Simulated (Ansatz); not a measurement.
Abridged Ansatz (a first-principles code) output:

```
Pseudopotential: Ti, paw, valence charge 12
Pseudopotential: Te, paw, valence charge 16
Crystal: 3 atoms, lattice volume = 70.554 Å³
Basis set: ecut = 420 eV, 1353 PW (Γ), exchange–correlation on 50×50×90 points (8 copies of the dense FFT grid, shifted against one another)
Bands: 26, of which v1, the nominal top of the filled ones, is band 22 counted from 1 (21 counted from 0)
Symmetry: 12 space group operations
k-points: 192 of 1800
Functional: x = pbesol(κ = 0.804, μ = 0.12345679012345678), c = pbesol(β = 0.046)
SCF iter   1: F=—  HF=-16280.639458 eV  |F-HF|=—  |Δ(HF+E_count)|=         —  Δρ=6.55e-3  dr2=4.65e-2  ethr=1.77e-3  ⟨swp⟩=6.0  Hψ=22110  notcnv=0
SCF iter   2: F=—  HF=-16280.633213 eV  |F-HF|=—  |Δ(HF+E_count)|=   6.25e-3  Δρ=2.96e-3  dr2=9.90e-3  ethr=1.06e-4  ⟨swp⟩=2.0  Hψ=7214  notcnv=0
SCF 1 converged in 10 iterations: F = -16280.631967 eV  dr2 = 1.76e-11
SCF converged after 10 iterations
Free energy (F): -16280.631967 eV
Internal energy: -16280.620631 eV  (E = F + TS)
E sigma→0 (E₀):  -16280.626299 eV
Entropy (-TS):   -0.011336 eV (-3.779 meV/atom)
Fermi energy:    12.296240 eV
  E_disp       = -1.607142  (pairwise vdW)
--- Forces (eV/Å), atoms counted from 1 ---
  atom   1  Ti    -0.00000000     0.00000000     0.00000000
  atom   2  Te    -0.00000000     0.00000000    -0.00244163
  atom   3  Te     0.00000000     0.00000000     0.00244163
--- Stress (GPa, compression-positive) ---
        0.002640       0.000000       0.000000
        0.000000       0.002640      -0.000000
        0.000000      -0.000000       0.003778
  P = ⅓ Tr σ = 0.0030 GPa (0.030 kbar)
```

Task: What was computed, and what are the main results?

Result: TiTe2, 3 atoms in the cell, with PBEsol-D3(BJ), PAW, 420 eV (Ansatz; no spin-orbit coupling). The last SCF converged to F = -16280.631967 eV, or -5426.8773 eV per atom, at a pressure of 0.00 GPa. The total energy compares only with runs of the same code, potentials and settings.

Whether these cells are dynamically stable was not tested. The final runs are not spin-polarised. The cell was made from TiS2 by this change: S → Te.
